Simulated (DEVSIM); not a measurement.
# illuminated Si n-on-p cell, one wavelength

Device: illuminated Si n-on-p cell, one wavelength, at 250 K.

```
layer (left to right)  material  thickness (μm)  Nd (cm⁻³)  Na (cm⁻³)  τn (s)  τp (s)  absorption coefficient (cm⁻¹)
---------------------  --------  --------------  ---------  ---------  ------  ------  -----------------------------
1                            Si           0.560     1.5e17          -  1.3e-7  1.4e-8                          13000
2                            Si             220          -     5.7e16  4.5e-7  4.5e-7                          13000
```

Left contact: ohmic, minority hole recombination velocity 2e6 cm/s. Right contact: ohmic, minority electron recombination velocity 40 cm/s. Voltage is applied to the left contact. Recombination: SRH at mid-gap, radiative, Auger. Light enters at the left, 3.6e16 photons cm⁻² s⁻¹, one pass, no reflection. Mobility is constant in doping.

This is a model device: material constants are rounded textbook-type values typed into the input, and sizes, dopings and lifetimes were drawn at random. Values at 300 K; Nc and Nv go as T^1.5, mobilities as T to minus their exponent, the gap by Varshni's rule with the affinity fixed.

```csv
parameter,Si
gap (eV),1.124
affinity (eV),4.05
permittivity,11.7
Nc (cm⁻³),2.86e19
Nv (cm⁻³),3.1e19
μn (cm²/Vs),1417
μp (cm²/Vs),470
T exponent of μn,2.3
T exponent of μp,2.2
B (cm³/s),4.7e-15
Cn (cm⁶/s),2.8e-31
Cp (cm⁶/s),9.9e-32
Varshni α (eV/K),0.000473
Varshni β (K),636
```

Simulated with DEVSIM: 1D drift-diffusion, Boltzmann statistics, complete ionisation; no tunnelling, impact ionisation, image-force lowering or self-heating.

```
Property                                                  Result
---------------------------------------------------  -----------
Potential step across the device at zero bias            0.899 V
Largest field in the device at zero bias             100000 V/cm
Dark forward voltage at 1 A/cm²                          0.735 V
Dark forward voltage at 100 A/cm²                        1.117 V
Short-circuit current                                4.36 mA/cm²
Open-circuit voltage                                     0.613 V
Fill factor                                                 0.84
Largest power                                        2.25 mW/cm²
Share of generated pairs collected at short circuit        0.756
```

Dark forward current:

| V (V) | J (A/cm²) |
|---|---|
| -0.05 | -2.8e-11 |
| -0.15 | -4.0e-10 |
| -0.20 | -1.4e-9 |
| -0.30 | -1.8e-8 |
| -0.40 | -4.1e-7 |
| -0.45 | -2.9e-6 |
| -0.55 | -0.00024 |
| -0.60 | -0.0024 |
| -0.70 | -0.23 |
| -0.80 | -7.7 |
| -0.85 | -18 |
| -0.95 | -44 |
| -1.05 | -75 |
| -1.10 | -94 |
| -1.20 | -140 |
| -1.25 | -160 |
| -1.35 | -210 |
| -1.45 | -280 |
| -1.50 | -320 |
| -1.60 | -410 |

Dark reverse current:

```
V (V)  J (A/cm²)
-----  ---------
0.04     1.0e-11
0.10     2.0e-11
0.20     3.5e-11
0.30     4.8e-11
0.40     6.2e-11
0.60     9.6e-11
0.80     1.4e-10
1.00     1.9e-10
1.30     2.6e-10
1.60     3.2e-10
2.00     3.9e-10
```
